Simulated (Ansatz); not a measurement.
Take an 8-atom supercell of Nb in the bcc (W type) structure (space group Im-3m, No. 229; a = 3.310 Å) at its relaxed geometry as the base.

The values are results of PBE (Ansatz, a quantum-chemistry and plane-wave program; PAW; 420 eV plane waves; no SOC), earlier PAW set, not measurements.

For the base:

* **Pressure**: 0.4 GPa

One thing is altered: a neutral Li interstitial (started 1.74 Å from the nearest host atom), atoms relaxed at fixed cell, starting from a slightly rattled geometry.

Problem. What does the calculation give for the largest displacement of a host atom from its site in the perfect cell after the change?

Solution. The largest displacement of a host atom from its site in the perfect cell comes out as 0.23 Å.

Problem. What happens to the pressure?

Solution. The pressure goes up by 16.1 GPa to 16.5 GPa.

Problem. What happens to the final site of the added atom?

Solution. The final site of the added atom is 8 Nb at 2.06–2.97 Å.

The cell is small, so the values are those of an ordered compound at a high defect concentration; dilute-limit values will differ. The final runs are not spin-polarised. An odd electron count without spin: LiNb8. The defect cell is not spin-polarised.
